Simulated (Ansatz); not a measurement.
System: L1₀ (CuAu-type) CuAu. Method: LDA (Ansatz, an electronic-structure program, PAW).

Settings: plane-wave cutoff 520 eV, 20×20×14 k mesh (along the axes of the cell as run), Fermi–Dirac smearing 0.05 eV, no spin polarisation, scalar-relativistic PAW data made under PBE.

Starting structure:

```yaml
crystal:
  lattice:
    - [2.80000, 0.00000, 0.00000]
    - [0.00000, 2.80000, 0.00000]
    - [0.00000, 0.00000, 3.67000]
  atoms:
    - { symbol: Cu, position: [0.00000, 0.00000, 0.00000] }
    - { symbol: Au, position: [0.50000, 0.50000, 0.50000] }
```

Question: Into what structure does the relaxation of cell and atoms lead at this level, with the symmetry of the start kept?

Answer: The volume shrinks by 4.2 %; final space group P4/mmm.
```yaml
crystal:
  lattice:
    - [2.78251, 0.00000, 0.00000]
    - [0.00000, 2.78251, 0.00000]
    - [0.00000, 0.00000, 3.55939]
  atoms:
    - { symbol: Cu, position: [0.00000, 0.00000, 0.00000] }
    - { symbol: Au, position: [0.50000, 0.50000, 0.50000] }
```
